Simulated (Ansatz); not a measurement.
ZrCu (Pm-3m, No. 221, 2 atoms in the cell; start mp-2210), treated with r²SCAN (Ansatz, a quantum-chemistry and plane-wave program, PAW).

Settings: plane-wave cutoff 560 eV, 18×18×18 k mesh, Fermi–Dirac smearing 0.05 eV, no spin polarisation, scalar-relativistic PAW data made under PBE.

Cell (relaxed at this level):

Space group Pm-3m (No. 221); a = b = c = 3.254 Å, α = β = γ = 90.00°

```
atom  site  symmetry       x       y       z
----  ----  --------  ------  ------  ------
Zr      1b      m-3m  0.5000  0.5000  0.5000
Cu      1a      m-3m  0.0000  0.0000  0.0000
```

Task: Predict the bulk modulus.

Result: 
- bulk modulus: 126 GPa

Note: the run has no spin polarisation, so it can have missed a magnetic state; the bulk modulus is −V dP/dV from two relaxed cells at ±2 % in volume; the relaxation could not lower the start's symmetry, so the cell can be a saddle point above a distorted one.

The computed numbers hold no vibrational or temperature effects.

A start named mp-… is a Materials Project structure, which need not be a measured phase.
